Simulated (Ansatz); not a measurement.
System: InGaSbAs (model structure, Pmm2, No. 25, 4 atoms in the cell). Method: r²SCAN in Ansatz (plane waves, PAW).

Settings: plane-wave cutoff 560 eV, 14×14×10 k mesh (along the axes of the cell as run), Fermi–Dirac smearing 0.05 eV, scalar-relativistic PAW data made under PBE.

Cell (relaxed with PBEsol):

```
GaInAsSb
1.0
    4.31836     0.00000     0.00000
    0.00000     4.28350     0.00000
    0.00000     0.00000     6.13016
In As Ga Sb
1 1 1 1
Direct
  0.00000   0.00000   0.01747
  0.50000   0.00000   0.26638
  0.50000   0.50000   0.48352
  0.00000   0.50000   0.72965
```

Q: Estimate the band gap and smallest direct gap on the k points sampled that the calculation returns.

A: 
- band gap: 0.02 eV (under three smearing widths, so not firm)
- smallest direct gap on the k points sampled: 0.08 eV (under three smearing widths, so not firm)

Note: the relaxation could raise the start's symmetry but not lower it, so the cell can be a saddle point; cell and atoms aren't relaxed at this level (pressure 0.6 GPa).

Spin–orbit coupling is not included; it can close the smallest gap of 0.02 eV.

Static lattice: no zero-point or thermal effects.

Cost on a shared machine: very roughly 10 core-minutes.

A model structure was made by putting elements into a prototype or built by hand; it is no filed structure, need not be a known phase, and can be a saddle point held by its symmetry.

Ansatz is an electronic-structure program.
